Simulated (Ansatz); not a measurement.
Consider Mg₂Sn (space group Fm-3m, No. 225; relaxed with 0.1 eV smearing).

```xyz
3
Lattice="0.0000 3.3735 3.3735 3.3735 0.0000 3.3735 3.3735 3.3735 0.0000" Properties=species:S:1:pos:R:3 pbc="T T T"
Sn     0.0000     0.0000     0.0000
Mg     1.6868     1.6868     1.6868
Mg     5.0603     5.0603     5.0603
```

Cartesian axes are those of the cell as printed.

Level of theory: PBEsol (Ansatz, a first-principles code), no SOC.

Before the change:

| Item | Value |
|---|---|
| Pressure | 0.0 GPa |

Modification: uniaxial strain ε_yy = +5.17 %, all other strain components held at zero; the atoms relax in the strained cell.

Task: What does the calculation give for the energy relative to the base after the change?

Result: The energy goes up by 15 meV/atom.

Task: How does this affect the pressure?

Result: The pressure (mean of the normal stresses, compression positive) goes from zero to -1.9 GPa.

Whether these cells are dynamically stable was not tested.
